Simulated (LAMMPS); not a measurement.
LAMMPS 22 Jul 2025, classical MD, Stillinger-Weber (GaN.sw): GaN, 1728 atoms.

```yaml
task: MD, nve
potential: Stillinger-Weber, GaN.sw
copies_of_the_repeat_unit: 6×6×6
shape (slab and sphere leave vacuum in the box): bulk
neighbor_skin: 2 Å
neigh_modify: every 1 delay 0 check yes
newton: on (default)
atom_modify sort (bins of 2 Å where set): 1000 (default)
comm_style: brick (default)
box: 19.1 × 33.1 × 31.1 Å
start: generated wurtzite lattice, warmed in an untimed run
```

All runs start from one configuration, warmed at this fixed volume for 1000 steps under a thermostat at 900 K. The run at the shortest step has a mean temperature of 896 K and a mean pressure of 3.9 GPa.

Each run covers about 2.0 ps at constant energy (mean temperature 896 K at the shortest step); σ is the standard deviation over the printed steps. One run each, on a shared machine, so no times are given.

Steps tried: 0.5 fs, 1 fs, 2 fs, 2.5 fs, 4 fs, 5 fs, 8 fs, 10 fs, 16 fs, 20 fs, 32 fs.

Problem. Choose the longest time step that keeps σ(total energy)/σ(kinetic energy) under 5 %.

Solution. 2.5 fs. The run fails or blows up at 10 fs, 16 fs, 20 fs, 32 fs.

```
time step  σ(E total)/σ(E kinetic)  last minus first total energy (meV/atom)  mean temperature (K)
---------  -----------------------  ----------------------------------------  --------------------
0.5 fs                      0.0011                               under 0.001                   896
1 fs                        0.0045                                   +0.0045                   895
2 fs                         0.016                                    +0.083                   890
2.5 fs                       0.029                                    +0.064                   887
4 fs                         0.084                                     +0.31                   873
5 fs                          0.13                                     +0.97                   859
8 fs                           1.3                                       +17                   818
10 fs            stops: Lost atoms                                         —                     —
16 fs            stops: Lost atoms                                         —                     —
20 fs            stops: Lost atoms                                         —                     —
32 fs            stops: Lost atoms                                         —                     —
```

The bar is a choice.
